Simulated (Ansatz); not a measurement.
The starting structures come from a database of crystals and need not be the phases stable at ambient conditions.

 Where the default PAW files enter, the runs use the earlier of Ansatz's two default sets.

Inside the gap of an insulator the Bloch states are evanescent, with a wavenumber k + iκ along the transport direction.

Consider the following.

```yaml
crystal:
  lattice:
    - [5.19497, 0.00000, 0.00000]
    - [0.00000, 5.19497, 0.00000]
    - [0.00000, 0.00000, 5.19497]
  atoms:
    - { symbol: Sr, position: [0.00000, 0.50000, 0.50000] }
    - { symbol: Sr, position: [0.50000, 0.00000, 0.50000] }
    - { symbol: Sr, position: [0.50000, 0.50000, 0.00000] }
    - { symbol: Sb, position: [0.00000, 0.00000, 0.00000] }
    - { symbol: N, position: [0.50000, 0.50000, 0.50000] }
```

Space group of this cell: Pm-3m, anti-perovskite. The cell is taken as given.

Transport runs along the normal of the first two printed cell vectors, the (001) plane of the conventional cell.

The gap is the functional's own, uncorrected, and κ follows it; spin-orbit coupling is left out. Mid-gap values are interpolated between the computed energies.

Problem. Compute, with r2SCAN in Ansatz (a program for electronic structure), the band gap and the smallest decay constant κ at mid-gap.

Solution. Gap 0.58 eV on a 6×6×6 mesh; κ = 0.073 1/Å, at the zone centre.
